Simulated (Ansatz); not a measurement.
## HgSe, element substitutions

The parent structure is HgSe in the zinc blende structure (space group F-43m, No. 216; a = 6.260 Å).

Each row replaces one element on all its sites; cell and atoms are relaxed.

Computed with PBE in Ansatz (plane waves to 420 eV, PAW, no SOC).

| case | band gap | volume per atom |
|---|---|---|
| base | zero | 30.66 Å³ |
| Hg → Be | 2.67 eV | 17.35 Å³ |
| Se → Os | zero | 27.23 Å³ |
| Hg → Zn | [?] | [?] |
| Se → S | zero | 26.89 Å³ |

Q: Complete the table.

A: 
- Hg → Zn, band gap: 1.15 eV
- Hg → Zn, volume per atom: 23.55 Å³

Spin-orbit coupling, missing from the scalar runs, can matter with Hg and Os. Whether these cells are dynamically stable was not tested. As relaxed here, HgOs is a hypothetical phase, not in the database extracts checked. All final runs are without spin polarisation. HgOs has a high density of states at the Fermi level and may be magnetic at this level. The zero or small gap of HgSe and HgS can change with the level of theory.

Ansatz is a quantum-chemistry and plane-wave program.
